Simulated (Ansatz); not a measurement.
**One-dimensional Cl body, 2 atoms a period**

Calculation: PBE (plane waves to 420 eV, PAW; Ansatz, a quantum-chemistry and plane-wave program). Mesh 1×1×106. No spin polarisation. Isolated but for its images some 11 Å away. A hypothetical model. Symmetry and one short period hold its shape; lower forms weren't sought. Pairing along the axis, which can open a gap, is among the distortions not tried. On relaxing, bonds broke or formed, so the name tells the start alone. Buckling under compression is shut out by symmetry and the short period.

| Quantity | Value |
|---|---|
| period along the axis (2 atoms) | 2.884 Å |
| PBE gap | none (under 0.01 eV) |
| crossings of the Fermi level between Γ and the zone edge (49 points) | 3, each for both spins (ideal conductance 3 × 2e²/h) |
| axial stiffness dF/dε | 20 nN |

```xyz
2
Lattice="12.5000 0.0000 0.0000 0.0000 11.0000 0.0000 0.0000 0.0000 2.8845" Properties=species:S:1:pos:R:3 pbc="T T T"
Cl     5.2319     5.5000     0.0000
Cl     7.2681     5.5000     1.4422
```
